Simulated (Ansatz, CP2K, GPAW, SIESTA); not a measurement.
## Code comparison for ScF3 (C2, 4 atoms in the cell)

Band-structure calculation.

```yaml
crystal:
  lattice:
    - [2.28284, -3.06973, 0.00000]
    - [2.28284, 3.06973, 0.00000]
    - [-1.68920, 0.00000, 3.65522]
  atoms:
    - { symbol: Sc, position: [0.01114, 0.98886, 0.00000] }
    - { symbol: F, position: [0.45904, 0.90322, 0.85177] }
    - { symbol: F, position: [0.09678, 0.54096, 0.14823] }
    - { symbol: F, position: [0.93304, 0.06696, 0.50000] }
```

Shared settings, as Ansatz (an electronic-structure program) writes them: kpoints.mp_grid.grid = 8 8 7; scf.occupations.method = fixed. Potentials and cutoffs stand in the table.

```
code                                                                                                                       model  gap along the path (eV)  smallest direct gap (eV)       cutoff
------  ------------------------------------------------------------------------------------------------------------------------  -----------------------  ------------------------  -----------
GPAW                                                               LDA (Perdew-Wang 92), GPAW PAW datasets LDA (gpaw-data 1.0.1)                     5.21                      5.46       900 eV
SIESTA  LDA PW92, numerical atomic orbitals DZP, PseudoDojo LDA standard norm-conserving potentials (rewritten from UPF to PSML)                     4.92                      5.21  grid 350 Ry
Ansatz                                                                                       LDA (PW92), PAW files made with PBE                     5.22                      5.47      default
CP2K                                        LDA (Pade form), GPW, DZVP-MOLOPT-SR-GTH basis, GTH-PADE potentials (GTH_POTENTIALS)                     5.17                      5.44  grid 600 Ry
```

The spread over the programs that give each value: gap along the path within 0.30 eV; smallest direct gap within 0.26 eV.

SIESTA and CP2K use small atom-centred bases, whose incompleteness enters pressures, forces and empty levels differently from a plane-wave cutoff.

In the gap along the path, SIESTA stands apart from the plane-wave programs.

The starting cell comes from a database of computed structures (which also holds hypothetical and non-ambient phases and stackings), without a prior relaxation at this level. Its lattice was rescaled by a random factor within 2.5 % of one.

Left out of this page: Quantum ESPRESSO (not drawn, or without a comparable value).

Keys are those of Ansatz 0.2.
